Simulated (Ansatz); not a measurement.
The starting structures come from a database of crystals and need not be the phases stable at ambient conditions.

 Where the default PAW files enter, the runs use the earlier of Ansatz's two default sets.

Inside the gap of an insulator the Bloch states are evanescent, with a wavenumber k + iκ along the transport direction.

Consider the following.

```yaml
crystal:
  lattice:
    - [4.55445, 0.00000, 0.00000]
    - [-2.27723, 14.56525, 0.08750]
    - [2.27723, 1.04526, 3.80325]
  atoms:
    - { symbol: Pb, position: [0.16669, 0.50002, 0.16664] }
    - { symbol: Pb, position: [0.33336, 0.00002, 0.33331] }
    - { symbol: I, position: [0.80162, 0.13495, 0.53172] }
    - { symbol: I, position: [0.96828, 0.63495, 0.69838] }
    - { symbol: I, position: [0.86503, 0.86503, 0.13497] }
    - { symbol: I, position: [0.36503, 0.36503, 0.63497] }
```

Space group of this cell: P6_3mc. The cell was relaxed by PBE-D3(BJ).

Transport runs along the normal of the first two printed cell vectors, the (101) plane of the conventional cell.

No gap correction and no spin-orbit coupling; mid-gap values are interpolated between computed energies.

Q: State the band gap and the smallest decay constant κ at mid-gap according to PBEsol (Ansatz, a program for electronic structure).

A: Gap 2.10 eV on a 8×8×8 mesh; κ = 0.197 1/Å, at the zone centre.
